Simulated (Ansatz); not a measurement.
The starting structures come from a database of crystals and need not be the phases stable at ambient conditions.

By PBEsol, the system below comes out a metal.

A figure of merit of an interconnect metal is its ballistic conductance per area.

Here is the system:

```yaml
crystal:
  lattice:
    - [8.09025, 0.00000, 0.00000]
    - [-4.04512, 7.00636, 0.00000]
    - [4.04512, 2.33545, 3.30283]
  atoms:
    - { symbol: Si, position: [0.50000, 0.50000, 0.00000] }
    - { symbol: Si, position: [0.00000, 0.50000, 0.00000] }
    - { symbol: Si, position: [0.50000, 0.00000, 0.00000] }
    - { symbol: Si, position: [0.00000, 0.00000, 0.00000] }
    - { symbol: P, position: [0.78342, 0.39171, 0.82487] }
    - { symbol: P, position: [0.21658, 0.60829, 0.17513] }
    - { symbol: P, position: [0.71658, 0.60829, 0.39171] }
    - { symbol: P, position: [0.28342, 0.39171, 0.60829] }
    - { symbol: P, position: [0.00000, 0.10829, 0.39171] }
    - { symbol: P, position: [0.00000, 0.89171, 0.60829] }
    - { symbol: P, position: [0.50000, 0.89171, 0.39171] }
    - { symbol: P, position: [0.50000, 0.10829, 0.60829] }
```

Space group of this cell: Pa-3. The cell is taken as given; by PBEsol its mean pressure is -1.4 GPa.

The current flows along the normal of the first two printed cell vectors, the (111) plane of the conventional cell. No spin-orbit coupling; the value is a mean over 0.1 eV about the Fermi level.

Problem. Estimate the ballistic conductance per area that PBEsol (Ansatz, a quantum-chemistry and plane-wave program) returns for this system.

Solution. 0.26 × 10¹⁵ S/m² for both spins.
